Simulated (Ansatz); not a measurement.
Consider KF in the rock salt structure (space group Fm-3m, No. 225).

```yaml
crystal:
  lattice:
    - [0.00000, 2.65916, 2.65916]
    - [2.65916, 0.00000, 2.65916]
    - [2.65916, 2.65916, 0.00000]
  atoms:
    - { symbol: F, position: [0.00000, 0.00000, 0.00000] }
    - { symbol: K, position: [0.50000, 0.50000, 0.50000] }
```

All numbers come from r2SCAN (Ansatz, an electronic-structure program; PAW; 500 eV plane waves; scalar-relativistic without spin-orbit coupling).

One change was made to it. Results:

The band gap increases by 1.43 eV to 8.34 eV; the electron mass goes from 0.54 mₑ (at Γ) to 0.52 mₑ (at Γ); the volume per atom falls by 3.96 Å³ (18.80 Å³ → 14.84 Å³).

Problem. Which change produced these results?
A) pressure −2 GPa
B) pressure 4.5 GPa
C) pressure 15 GPa

Solution. C, pressure 15 GPa. For comparison, the band gap in the other runs: pressure 4.5 GPa gives 7.49 eV; pressure −2 GPa gives 6.56 eV.

Load acts through the strain it causes; cell and atoms are relaxed under it. Effective masses come from finite differences of ±0.01 Å⁻¹. Whether these cells are dynamically stable was not tested. No other phases were tried under pressure.
